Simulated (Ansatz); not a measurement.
## GaAs (model structure, started from the BN type, Pm-3n, No. 223, 12 atoms in the cell): properties by level of theory

```json
[
 {"level (code)": "LDA (Ansatz)", "lattice parameter a (Å)": "___", "cohesive energy (eV/atom)": "___"},
 {"level (code)": "PBE (Ansatz)", "lattice parameter a (Å)": "7.085", "cohesive energy (eV/atom)": "2.99"},
 {"level (code)": "PBEsol (Ansatz)", "lattice parameter a (Å)": "___", "cohesive energy (eV/atom)": "3.37"},
 {"level (code)": "r²SCAN (Ansatz)", "lattice parameter a (Å)": "___", "cohesive energy (eV/atom)": "3.11"},
 {"level (code)": "r²SCAN+rVV10 (Ansatz)", "lattice parameter a (Å)": "6.966", "cohesive energy (eV/atom)": "3.25"}
]
```

Some entries are withheld; supply them.


- LDA (Ansatz, an electronic-structure program), lattice parameter a (Å): 6.913
- LDA (Ansatz), cohesive energy (eV/atom): 3.83
- PBEsol (Ansatz), lattice parameter a (Å): 6.984
- r²SCAN (Ansatz), lattice parameter a (Å): 6.989

Ansatz's density-functional and Hartree–Fock values are scalar-relativistic unless marked +SOC, with PAW data made under PBE.

Free atoms are spin-polarised, in the lowest state found; at levels without +SOC their spin–orbit coupling is left out.

Static lattice: no zero-point or thermal effects.

A model structure was made by putting elements into a prototype or built by hand; it is no filed structure, need not be a known phase, and can be a saddle point held by its symmetry.
